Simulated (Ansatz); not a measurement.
Consider SiS2 in the 2H-MoS2 type structure (space group P6_3/mmc, No. 194; a = 3.2240 Å, c = 12.1510 Å; a hypothetical phase, not in the database extracts checked; layered, stacked along the Cartesian z axis).

Calculations: r2SCAN+rVV10 in Ansatz (plane waves to 500 eV, PAW, spin-orbit coupling left out).

Before the change:

```
Quantity               Value
-------------------  -------
Lattice parameter a  3.224 Å
```

It is then changed as follows: full substitution Si → C, then cell and atoms are relaxed.

Tabulated Pauling electronegativity and covalent radius: Si 1.90, 1.11 Å; C 2.55, 0.76 Å.

**Question.** Estimate the effect on the lattice parameter a.

**Answer.** The lattice parameter a drops by 0.425 Å (3.224 Å → 2.799 Å).

Stability against distortions was not tested. As relaxed here, CS2 is a hypothetical phase, not in the database extracts checked. The final runs are not spin-polarised.

Ansatz is an electronic-structure program.
